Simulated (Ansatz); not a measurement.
ZnSnP2 in the chalcopyrite structure (space group I-42d, No. 122)

ZnSnP2 is modelled in the tetragonal space group I-42d (No. 122), the chalcopyrite structure, Pearson symbol tI16. Conventional cell: a = 5.702 Å, b = 5.702 Å, c = 11.436 Å, α = 90.00°, β = 90.00°, γ = 90.00°. Zn on 4a is surrounded by 4 P at 2.401 Å (tetrahedral). Sn on 4b is coordinated by 4 P at 2.547 Å (tetrahedral). P on 8d is coordinated by 2 Zn at 2.401 Å and 2 Sn at 2.547 Å (tetrahedral). (Neighbours: up to the widest gap in distance over summed covalent radii, below 1.35, at either atom; cation-cation and far metal-metal contacts left out.)
(The calculation used a cell of 8 atoms; values per cell refer to that cell.)

All numbers come from DFT with PBE, PAW potentials and a 420 eV plane-wave cutoff in Ansatz (an electronic-structure program), no spin-orbit coupling. Γ-centred 8×8×8 mesh, Fermi–Dirac width 0.05 eV.

| Property | Result |
|---|---|
| Volume per atom | 23.24 Å³ |
| Density | 4.40 g/cm³ |
| Band gap | 0.68 eV, direct at Γ |
| Electron mass | 0.061 mₑ along c, 0.058 mₑ across |
| Total energy | -2713.862 eV/atom (σ→0; compares only within this code and set-up) |

Effective masses come from finite differences of ±0.01 Å⁻¹. Stability against distortions was not tested.
